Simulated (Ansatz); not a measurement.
# Electron-phonon data for Ti₃Al (P6_3/mmc)

Consider the following.

```yaml
crystal:
  lattice:
    - [5.68590, 0.00000, 0.00000]
    - [-2.84295, 4.92413, 0.00000]
    - [0.00000, 0.00000, 4.60894]
  atoms:
    - { symbol: Ti, position: [0.83040, 0.66081, 0.25000] }
    - { symbol: Ti, position: [0.16960, 0.33919, 0.75000] }
    - { symbol: Ti, position: [0.16960, 0.83040, 0.75000] }
    - { symbol: Ti, position: [0.83040, 0.16960, 0.25000] }
    - { symbol: Ti, position: [0.33919, 0.16960, 0.25000] }
    - { symbol: Ti, position: [0.66081, 0.83040, 0.75000] }
    - { symbol: Al, position: [0.33333, 0.66667, 0.25000] }
    - { symbol: Al, position: [0.66667, 0.33333, 0.75000] }
```

All values below come from PBEsol, DFPT electron-phonon coupling, linearised Boltzmann equation (plane waves, PAW, scalar-relativistic; Ansatz, a first-principles code). How the cell was made: relaxed with this functional, without spin-orbit coupling.

```json
{
  "resistivity at 300 K": "92 (x), 92 (y), 30 (z) μΩ·cm",
  "resistivity at 77 K": "8.0 (x), 8.0 (y), 2.8 (z) μΩ·cm",
  "drude_plasma_energy": "1.53 (x), 1.53 (y), 2.9 (z) eV"
}
```

A metal at this level (no band gap). Only scattering by harmonic phonons is included (no impurities, grain boundaries, electron-electron scattering or thermal expansion). Spin-orbit coupling is left out. Values near or above 100 μΩ·cm, or paths under about 2 nm, lie near resistivity saturation, where the Boltzmann equation overshoots. Halving the electron mesh (16x16x20) moves the resistivity by up to 4 % at 300 K. Smearing 0.20 eV; phonons on a 3x3x3 q mesh, which this run doesn't test and which matters most at low temperature.
